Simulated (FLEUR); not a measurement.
Band structure of Ge (Fd-3m, 2 atoms in the cell).

```xyz
2
Lattice="0.0000 2.8544 2.8544 2.8544 0.0000 2.8544 2.8544 2.8544 0.0000" Properties=species:S:1:pos:R:3 pbc="T T T"
Ge     2.8544     2.8544     2.8544
Ge     4.2817     4.2817     4.2817
```

Level of theory: PBE, all-electron FLAPW (FLEUR), scalar-relativistic valence run with FLEUR.

Settings: Kmax = 3.6 1/bohr; GmaxXC = 12.6 1/bohr; xcFunctional = pbe; jspins = 1; l_soc = F; mode = hist; fermiSmearingEnergy = 0.00183747 Htr; mesh (inpgen div1-3) = 13 13 13; inpgen gamma flag = false; Gmax = 12.6 1/bohr; numbands = 0; maxIterBroyd = 25; imix = Anderson; alpha = 0.05.

The starting cell comes from a database of computed structures (which also holds hypothetical and non-ambient phases and stackings), without a prior relaxation at this level. Its lattice was rescaled by a random factor within 2.5 % of one. Values depend on the basis (sphere radii, cutoffs, local orbitals), which need not be converged.

Levels in eV from the Fermi level, bands 11 to 18:
```csv
point,11,12,13,14,15,16,17,18
Γ,-12.61,-0.25,-0.02,-0.02,-0.02,2.52,2.52,2.52
X,-8.83,-8.83,-3.02,-3.02,0.78,0.78,9.28,9.28
W,-8.74,-8.74,-3.81,-3.81,4.20,4.20,4.71,4.71
K,-9.29,-8.25,-4.23,-2.59,1.17,4.03,7.04,7.25
L,-10.59,-7.51,-1.40,-1.40,0.08,3.74,3.74,7.10
U,-9.29,-8.25,-4.23,-2.59,1.17,4.03,7.04,7.25
```
